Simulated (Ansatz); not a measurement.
Start from K2S in the anti-fluorite structure (space group Fm-3m, No. 225; a = 7.462 Å).

The values are results of Kohn–Sham DFT with the PBE functional, run in Ansatz (an electronic-structure program) with PAW and 420 eV plane waves, no spin-orbit coupling, not measurements.

Base values:

| Quantity | Value |
|---|---|
| Electron mass | 0.36 mₑ (at Γ) |
| Valley order | Γ 2.32 eV; X along ⟨100⟩ 3.50 eV |

Perturbation: the cell is scaled by 1.0150 in all directions; the atoms relax in the strained cell.

Problem. What happens to the energy relative to the base, electron mass, mean gap deformation potential ΔEg/Δln V and valley order?

Solution. The energy increases by 3.7 meV/atom; the electron mass remains 0.36 mₑ (at Γ); the mean gap deformation potential ΔEg/Δln V comes out as -2.5 eV; the valley order (the lowest conduction-band minima on the path, energy above the VBM, named in the base's zone) goes from Γ 2.32 eV; X along ⟨100⟩ 3.50 eV to Γ 2.21 eV; X along ⟨100⟩ 3.48 eV.

Effective masses come from finite differences of ±0.01 Å⁻¹. Stability against distortions was not tested.
